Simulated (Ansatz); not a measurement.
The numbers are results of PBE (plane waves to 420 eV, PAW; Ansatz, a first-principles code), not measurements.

Electrostatic potential energy of an electron, averaged over planes parallel to the surface, in eV from the Fermi level, for a constructed model of the (0001) surface of hcp Ru, a layer of Ag in place of the second plane (bottom of the slab: a bare face, its two planes held):

(z (Å), V (eV)): (3.66, 5.05); (3.94, 5.05); (4.22, 5.05); (4.50, 5.04); (4.78, 5.04); (5.06, 5.02); (5.34, 5.00); (5.62, 4.94); (5.91, 4.83); (6.19, 4.60); (6.47, 4.14); (6.75, 3.20); (7.03, 1.27); (7.31, -3.21); (7.59, -13.10); (7.88, -23.72); (8.16, -27.92); (8.44, -22.74); (8.72, -11.93); (9.00, -3.29); (9.28, -1.80); (9.56, -6.98); (9.84, -17.86); (10.12, -26.71); (10.41, -27.41); (10.69, -19.48); (10.97, -8.44); (11.25, -2.32); (11.53, -3.12); (11.81, -11.04); (12.09, -22.07); (12.38, -28.20); (12.66, -25.17); (12.94, -15.11); (13.22, -5.27); (13.50, -2.44); (13.78, -7.06); (14.06, -17.69); (14.34, -26.49); (14.62, -27.14); (14.91, -19.14); (15.19, -7.94); (15.47, -0.96); (15.75, 0.84); (16.03, -0.81); (16.31, -6.02); (16.59, -11.46); (16.88, -14.38); (17.16, -13.68); (17.44, -9.58); (17.72, -3.78); (18.00, 0.34); (18.28, 0.31); (18.56, -4.13); (18.84, -14.49); (19.12, -24.59); (19.41, -27.55); (19.69, -21.41); (19.97, -10.18); (20.25, -1.35); (20.53, 2.29); (20.81, 3.95); (21.09, 4.75); (21.38, 5.13); (21.66, 5.31); (21.94, 5.40); (22.22, 5.44); (22.50, 5.46); (22.78, 5.47); (23.06, 5.47); (23.34, 5.47); (23.62, 5.48)

Set-up: 6 atoms, 10.7 Å thick at the start with caps and adatoms (thin: gaps and levels are the slab's own); mesh 16x16x1; 0.1 eV smearing; dipole correction on; 2 atoms held, the rest relaxed; start symmetry kept, larger cells not searched; no spin, no spin-orbit, no U. In PBE it lies 0.40 eV a 1x1 cell over the lowest computed structure of the same composition (a layer of Ag in place of the third plane).

**Question.** The surface cell has an area of 6.41 Å². What dipole along the normal does the step between the two vacuum levels imply?

**Answer.** the top vacuum level lies 0.43 eV above the bottom one; p = −ε₀ A ΔV (ε₀ = 0.005526 e/(V·Å)) gives -0.02 e·Å a cell.
